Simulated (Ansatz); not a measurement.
System: L1₂ (Cu3Au-type) Ni3Fe. Method: PBE in Ansatz (plane waves, PAW).

Run with plane-wave cutoff 520 eV, 16×16×16 k mesh, Fermi–Dirac smearing 0.05 eV, spin-polarised with parallel moments, scalar-relativistic PAW data made under PBE.

Cell (measured lattice):

```yaml
crystal:
  lattice:
    - [-3.54500, 0.00000, 0.00000]
    - [0.00000, -3.54500, 0.00000]
    - [0.00000, 0.00000, -3.54500]
  atoms:
    - { symbol: Fe, position: [0.00000, 0.00000, 0.00000], spin: 3.0 }
    - { symbol: Ni, position: [0.00000, 0.50000, 0.50000], spin: 0.7 }
    - { symbol: Ni, position: [0.50000, 0.00000, 0.50000], spin: 0.7 }
    - { symbol: Ni, position: [0.50000, 0.50000, 0.00000], spin: 0.7 }
```

Problem. What does this level give for the magnetic moment (largest site, within a sphere)?

Solution. 
- magnetic moment (largest site, within a sphere) = 2.92 μB

The run finds no gap.

Note: cell and atoms aren't relaxed at this level.

Spins in the cell block are starting values.

Moments are spin moments.

Static lattice: no zero-point or thermal effects.

It cost around 70 core-seconds (rough) of CPU time.

Ansatz is a first-principles code.
